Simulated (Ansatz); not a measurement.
A computed series for hypothetical zinc blende TlBr: element substitutions

The parent structure is TlBr in the zinc blende structure (space group F-43m, No. 216; a = 7.311 Å; a hypothetical phase, not in the database extracts checked).

Each row replaces one element on all its sites; cell and atoms are relaxed.

Method: PBEsol/PAW in Ansatz (a quantum-chemistry and plane-wave program), scalar-relativistic without spin-orbit coupling, earlier PAW set.

Before the change:

| Quantity | Value |
|---|---|
| Volume per atom | 48.84 Å³ |

Task: The aim is a volume per atom between 40.79 Å³ and 45.05 Å³. Which of these changes reaches it?
A) Tl → Hg
B) Tl → Bi
C) Br → As

Result: B, Tl → Bi. It gives 43.25 Å³; Br → As gives 30.31 Å³; Tl → Hg gives 37.57 Å³. Changes not listed may reach it too

Stability against distortions was not tested. As relaxed here, BiBr and HgBr are hypothetical phases, not in the database extracts checked. For TlAs in this form, whether it has been made was not checked. The final runs are not spin-polarised. An odd electron count without spin: HgBr.
